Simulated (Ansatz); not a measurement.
Levels about the gap of amorphous IGZO (In14Ga6Zn6O36) (62 atoms in a cell of 823 Å³, 6.04 g/cm³; zone centre alone, so wide bands show as single levels with stretches between that a denser mesh fills), at the geometry that PBE relaxed, where it gives 0.2 GPa on a denser mesh. The participation number counts the atoms over which a state spreads; weights are charges in smoothed Voronoi cells. The levels come from a single point, so bond lengths are those of that geometry. Method of the levels: r2SCAN, scalar-relativistic without spin-orbit coupling (Ansatz, a program for electronic structure). Sampling: the zone centre alone; Fermi-Dirac width 0.02 eV; no spin polarisation. At PBE the levels at the filled edge of the gap are localised (band-tail or defect states).

A CHGNet melt-quench gave the starting glass, which DFT then relaxed. O atoms were pushed apart under 1.9 Å during the dynamics, to hinder bonds among them. The hot cell started wider than the set density and was brought back towards it in steps. It is the lowest in DFT energy of 2 quenches. It is a model cell: composition and starting density were chosen by hand, and all elements were melted together. No dispersion term was used. Its density started from a set value of 6.16 and ended at 6.04 g/cm³. The quench (nominally 190 K/ps over its main leg) was far faster than any real one, so the model tends to hold more defects than a real film. One small periodic cell is one sample of the glass; other quenches scatter about these values. The volume was free in the relaxation, at fixed shape. Stress components on the final sampling reach 2.6 GPa.

| E - E(highest filled), eV | filling | participation number | largest on | weight O | weight In | weight Zn | weight Ga |
|---|---|---|---|---|---|---|---|
| -0.31 | filled | 23.1 | O, 4 neighbours | 0.89 | 0.03 | 0.07 | 0.01 |
| -0.28 | filled | 12.7 | O, 3 neighbours | 0.92 | 0.04 | 0.03 | 0.01 |
| -0.18 | filled | 14.3 | O, 3 neighbours | 0.88 | 0.03 | 0.08 | 0.01 |
| -0.12 | filled | 14.3 | O, 4 neighbours | 0.85 | 0.03 | 0.11 | 0.01 |
| -0.11 | filled | 23.8 | O, 3 neighbours | 0.89 | 0.03 | 0.07 | 0.01 |
| -0.02 | filled | 10.3 | O, 3 neighbours | 0.89 | 0.02 | 0.08 | 0.01 |
| 0.00 | filled | 13.2 | O, 3 neighbours | 0.88 | 0.03 | 0.08 | 0.01 |
| 1.14 | empty | 55.2 | In, 5 neighbours | 0.49 | 0.33 | 0.11 | 0.07 |
| 3.92 | empty | 32.6 | In, 5 neighbours | 0.58 | 0.34 | 0.05 | 0.03 |
| 4.09 | empty | 24.7 | In, 5 neighbours | 0.56 | 0.33 | 0.08 | 0.03 |
| 4.24 | empty | 36.0 | In, 5 neighbours | 0.57 | 0.35 | 0.04 | 0.04 |
| 4.32 | empty | 28.9 | In, 5 neighbours | 0.56 | 0.34 | 0.07 | 0.02 |
| 4.54 | empty | 33.1 | In, 5 neighbours | 0.59 | 0.28 | 0.08 | 0.05 |
| 4.72 | empty | 43.3 | In, 6 neighbours | 0.59 | 0.30 | 0.06 | 0.05 |

Most localised among these is the filled level at -0.02 eV, on a O atom, which has 3 neighbours (Zn 1.90 Å, In 2.06 Å, In 2.10 Å).
